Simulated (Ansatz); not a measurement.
The reference is Nb5Si3 (space group I4/mcm, No. 140; a = 6.549 Å, c = 11.806 Å).

Level of theory: plane-wave PAW DFT at the PBEsol level (Ansatz, an electronic-structure program, 420 eV), scalar-relativistic without spin-orbit coupling.

One change was made to it. Results:

```
quantity             base     after
---------------  --------  --------
c/a ratio           1.803     1.803
volume per atom  15.82 Å³  15.77 Å³
```

Which of these changes matches the shifts?
A. pressure −2 GPa
B. pressure 10 GPa
C. pressure 0.7 GPa
D. pressure 3 GPa

C, pressure 0.7 GPa. For comparison, the volume per atom in the other runs: pressure −2 GPa gives 15.98 Å³; pressure 10 GPa gives 15.14 Å³; pressure 3 GPa gives 15.60 Å³.

Load acts through the strain it causes; cell and atoms are relaxed under it. Whether these cells are dynamically stable was not tested. Competing high-pressure phases were not computed. The final runs are not spin-polarised.
